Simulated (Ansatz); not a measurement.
Take Ce in the fcc (Cu type) structure (space group Fm-3m, No. 225; a = 4.582 Å) as the base. Axes: x, y, z lie along the cube axes.

All numbers come from PBEsol (Ansatz, a quantum-chemistry and plane-wave program; PAW; 420 eV plane waves; no spin-orbit coupling).

For the base:

```
Item       Result
--------  -------
Pressure  0.0 GPa
Band gap     zero
```

The change: uniaxial strain ε_yy = +1.17 %, all other strain components held at zero; the atoms relax in the strained cell.

What happens to the energy relative to the base?

The energy rises by 0.6 meV/atom.

How does this affect the pressure?

The pressure (mean of the normal stresses, compression positive) goes from zero to -0.6 GPa.

Estimate the effect on the band gap.

The band gap remains zero.

Open 4f shells without U are poorly described, and the f state was not checked. Without a gap, meshes like the base's 17×17×17 leave anisotropic stresses uncertain by several tenths of a GPa, and small strain energies with them. Stability against distortions was not tested. Starting moments died away, wholly or in part, for the base; another magnetic solution may exist. The final runs are not spin-polarised.
